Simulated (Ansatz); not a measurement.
## Pressure series in CuI

Consider CuI in the zinc blende structure (space group F-43m, No. 216; a = 6.0793 Å).

Cell and atoms are relaxed at each pressure.

Method: PBE (Ansatz, a first-principles code; PAW; 420 eV plane waves; no SOC).

Computed cases, in order: pressure −2 GPa; pressure −1 GPa; 0 GPa (base); pressure 0.9 GPa; pressure 2.1 GPa; pressure 4.5 GPa; pressure 9 GPa; pressure 15 GPa; pressure 22.5 GPa; pressure 30 GPa.

Q: Between which two neighbouring cases does the gap turn between direct and indirect?

A: Between pressure 22.5 GPa (2.00 eV, direct at Γ) and pressure 30 GPa (1.93 eV, indirect, Γ → X). The whole series: pressure −2 GPa: 0.96 eV, direct at Γ; pressure −1 GPa: 1.03 eV, direct at Γ; 0 GPa (base): 1.10 eV, direct at Γ; pressure 0.9 GPa: 1.16 eV, direct at Γ; pressure 2.1 GPa: 1.23 eV, direct at Γ; pressure 4.5 GPa: 1.36 eV, direct at Γ; pressure 9 GPa: 1.56 eV, direct at Γ; pressure 15 GPa: 1.77 eV, direct at Γ; pressure 22.5 GPa: 2.00 eV, direct at Γ; pressure 30 GPa: 1.93 eV, indirect, Γ → X.

With I present, leaving out spin-orbit coupling can change the band edges. Load acts through the strain it causes; cell and atoms are relaxed under it. Whether these cells are dynamically stable was not tested. Tetrahedral semiconductors of this kind turn to denser phases somewhere between about 1 and 50 GPa; those were not computed, so compressed cells here can lie past the real transition. All final runs are without spin polarisation.
